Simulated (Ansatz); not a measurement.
# Short convergence ladders for Sr2Mg (I4mm, 3 atoms in the cell)

```
Sr2Mg
1.0
   -2.12880     2.12880     7.28373
    2.12880    -2.12880     7.28373
    2.12880     2.12880    -7.28373
Sr Mg
2 1
Cartesian
  0.00000   0.00000   5.26558
  0.00000   0.00000   9.35187
  0.00000   0.00000   0.00000
```

Base method: PBEsol, default PAW files made with PBE (plane waves; Ansatz, a first-principles code).

Base settings: basis.ecutwfc = 420 eV; kpoints.mp_grid.grid = 9 9 9; hamiltonian.xc = pbesol; hamiltonian.pseudopotentials = {kind: paw} (the program's default PAW files); scf.occupations.method = gaussian; scf.occupations.width = 0.1 eV.

The count of work is k-points × plane waves × bands × iterations; it is no time. Core times come from one kind of shared machine, to one figure; runs under 30 s give none.

**The k-point mesh at a smearing width of 0.05 eV**

In this ladder: scf.occupations.width = 0.05 eV.

The second cell is the first with its lattice scaled by 0.98.

Only quantities that move along the ladder and can be compared are tabulated.

| kpoints.mp_grid.grid | free energy less the last step's (meV/atom) | energy of the compressed cell less the first (meV/atom) | pressure (GPa) | largest difference of a force vector from the last step's (eV/Å) | count of work / last | core time / last (rough) |
|---|---|---|---|---|---|---|
| 4 4 4 | 25.68 | -9.92 | -1.01 | 0.156 | 0.021 | – |
| 5 5 5 | -7.75 | -9.64 | -1.04 | 0.014 | 0.025 | – |
| 6 6 6 | -1.71 | -10.47 | -1.07 | 0.031 | 0.048 | – |
| 7 7 7 | 6.04 | -8.97 | -0.99 | 0.024 | 0.055 | – |
| 8 8 8 | 0.72 | -9.92 | -1.05 | 0.001 | 0.081 | – |
| 10 10 10 | 0.29 | -9.66 | -1.03 | 0.005 | 0.14 | – |
| 12 12 12 | 0.77 | -10.58 | -1.09 | 0.009 | 0.22 | 0.2 |
| 18 18 18 | -0.26 | -10.13 | -1.06 | 0.005 | 0.66 | 0.7 |
| 21 21 21 | 0.00 | -10.11 | -1.06 | 0.000 | 1.0 | 1 |

Coarsest kpoints.mp_grid.grid that holds the energy of the compressed cell less the first within 1 meV/atom of the last step, with all finer ones: 8 8 8, at 0.081 of the last step's count of work; the step before is off by 1.1 meV/atom.

Coarsest kpoints.mp_grid.grid that holds the forces within 0.02 eV/Å of the last step, with all finer ones: 8 8 8, at 0.081 of the last step's count of work; the step before is off by 0.024 eV/Å.

Coarsest kpoints.mp_grid.grid that holds the free energy within 2 meV/atom of the last step, with all finer ones: 8 8 8, at 0.081 of the last step's count of work; the step before is off by 6.0 meV/atom.

**The width of Gaussian smearing**

In this ladder: kpoints.mp_grid.grid = 15 15 15.

Narrow widths need finer meshes than wide ones, so the last steps can hold mesh noise.

Only quantities that move along the ladder and can be compared are tabulated; pressure and forces are left out, as mesh noise rules them at narrow widths.

```tsv
scf.occupations.width	free energy less the last step's (meV/atom)	energy extrapolated to zero width less the last step's (meV/atom)
1 eV	-248.04	-10.52
0.5 eV	-64.05	-0.91
0.3 eV	-22.71	0.32
0.2 eV	-9.58	0.33
0.1 eV	-1.83	0.13
0.05 eV	0.00	0.00
```

Widest scf.occupations.width that holds the energy extrapolated to zero width within 1 meV/atom of the last step, with all finer ones: 0.5 eV; the step before is off by 11 meV/atom.

Widest scf.occupations.width that holds the free energy within 5 meV/atom of the last step, with all finer ones: 0.1 eV; the step before is off by 9.6 meV/atom.

The extrapolation to zero width removes most of the smearing's effect on the energy.

**The mesh under tetrahedron occupations**

In this ladder: scf.occupations.method = tetrahedron; scf.occupations.width = default.

Only quantities that move along the ladder and can be compared are tabulated.

```csv
kpoints.mp_grid.grid,free energy less the last step's (meV/atom),largest difference of a force vector from the last step's (eV/Å),count of work / last,core time / last (rough)
5 5 5,-5.47,0.004,0.015,–
6 6 6,-1.81,0.007,0.025,–
7 7 7,5.67,0.011,0.034,–
9 9 9,-0.75,0.002,0.063,–
11 11 11,-0.15,0.003,0.11,–
13 13 13,-0.05,0.004,0.17,0.2
16 16 16,0.12,0.004,0.30,0.3
25 25 25,0.00,0.000,1.0,1
```

Coarsest kpoints.mp_grid.grid that holds the forces within 0.01 eV/Å of the last step, with all finer ones: 9 9 9, at 0.063 of the last step's count of work; the step before is off by 0.011 eV/Å.

Coarsest kpoints.mp_grid.grid that holds the free energy within 1 meV/atom of the last step, with all finer ones: 9 9 9, at 0.063 of the last step's count of work; the step before is off by 5.7 meV/atom.

On the base run: the starting cell comes from a database of computed structures (which also holds hypothetical and non-ambient phases and stackings), without a prior relaxation at this level. Its lattice was rescaled by up to half a per cent. One atom was moved a little off its site on purpose. Ansatz's pressure includes its estimate of the finite-basis (Pulay) stress.

Left out of this page: 2 runs of the series outside the window shown, repeating another row's setting, or not comparable.

Keys are those of Ansatz 0.2.
